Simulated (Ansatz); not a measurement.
## Cubic perovskite BaZrO₃, lattice parameter a

Reference value: 4.191 Å (measured, temperature not stated, no zero-point or thermal correction; as tabulated in Evaestov et al. (2010), arXiv:1010.1170).

### Question
What do LDA, PBE, PBE-D4, r²SCAN-D4, Hartree–Fock give, and how far is each from the reference?

### Answer

| level (code) | value (Å) | difference (%) |
|---|---|---|
| LDA (Ansatz) | 4.147 | -1.05 |
| PBE (Ansatz) | 4.227 | +0.86 |
| PBE-D4 (Ansatz) | 4.207 | +0.38 |
| r²SCAN-D4 (Ansatz) | 4.198 | +0.17 |
| Hartree–Fock (Ansatz) | 4.230 | +0.93 |

The reference's temperature isn't stated, so close values are not ranked against it.

The measured value isn't corrected to a static lattice, so vibrations enter the comparison. A static lattice is as a rule a little smaller than the measured one.  Cutoffs and k meshes differ between the levels. Ansatz's density-functional and Hartree–Fock values are scalar-relativistic unless marked +SOC, with PAW data made under PBE.

Differences are worked out from the printed values.

Ansatz is a quantum-chemistry and plane-wave program.
